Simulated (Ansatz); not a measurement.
Li3LaBi2 (P-3m1, No. 164, 6 atoms in the cell; start mp-1018768) was calculated with PBEsol (Ansatz, an electronic-structure program, PAW).

Run with plane-wave cutoff 500 eV, 18×18×8 k mesh (along the axes of the cell as run), Fermi–Dirac smearing 0.1 eV, scalar-relativistic PAW data made under PBE.

Cell (relaxed at this level):

Bi₂LaLi₃ is taken in the trigonal space group P-3m1 (No. 164), Pearson symbol hP6. Cell: a = b = 4.687 Å, c = 7.465 Å, α = β = 90.00°, γ = 120.00°. Li1 on 2d is surrounded by 4 Bi at 2.807–2.915 Å and 3 Li at 2.915 Å and 3 La at 3.786 Å. Li2 on 1b is surrounded by 6 Li at 2.915 Å and 6 Bi at 3.267 Å and 2 La at 3.733 Å. La on 1a has 6 Bi at 3.308 Å and 8 Li at 3.733–3.786 Å and 6 La at 4.687 Å. Bi on 2d sees 4 Li at 2.807–2.915 Å and 3 Li at 3.267 Å and 3 La at 3.308 Å. (Neighbours: up to the widest gap in distance over summed covalent radii, below 1.35, at either atom.)

### Question
What does this level give for the band gap?

### Answer

- band gap = 0.10 eV (under three smearing widths, so not firm)

Note: the relaxation could not lower the start's symmetry, so the cell can be a saddle point above a distorted one.

Spin–orbit coupling is not included; with these elements it can move the gap by several tenths of an eV or more.

The computed numbers hold no vibrational or temperature effects.

A start named mp-… is a Materials Project structure, which need not be a measured phase.
